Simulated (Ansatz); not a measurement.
A zigzag MoS2 nanoribbon, N = 4, bare edges, stretched and compressed along its axis from its relaxed period of 3.130 Å, atoms relaxed at each length.

Method: PBE (plane waves to 420 eV, PAW; Ansatz, a first-principles code). Mesh 1×1×20. Collinear spin, started with opposed moments, and moments remain. Periodic along z alone, with about 11 Å of vacuum beside it. An idealised model, cut from the flat sheet. Symmetry and one short period hold its shape; lower forms weren't sought. Values not marked SOC lack spin–orbit coupling. No Hubbard term is applied. Fermi–Dirac width 0.05 eV. The two edges differ, and the field of the images 11 Å away isn't corrected. Buckling under compression is shut out by symmetry and the short period. Energies are free energies at a Fermi–Dirac width of 0.05 eV, from the unstrained cell.

| strain (%) | energy (meV a period) | axial force (nN) |
|---|---|---|
| -3.0 | +136 | -4.85 |
| -1.5 | +33 | -2.26 |
| 0.0 | 0 | -0.01 |
| +1.5 | [?] | [?] |
| +3.0 | +105 | +3.31 |
| +6.0 | [?] | [?] |

Fill in the missing entries.


- +1.5, energy (meV a period): +28
- +1.5, axial force (nN): +1.87
- +6.0, energy (meV a period): +363
- +6.0, axial force (nN): +5.37
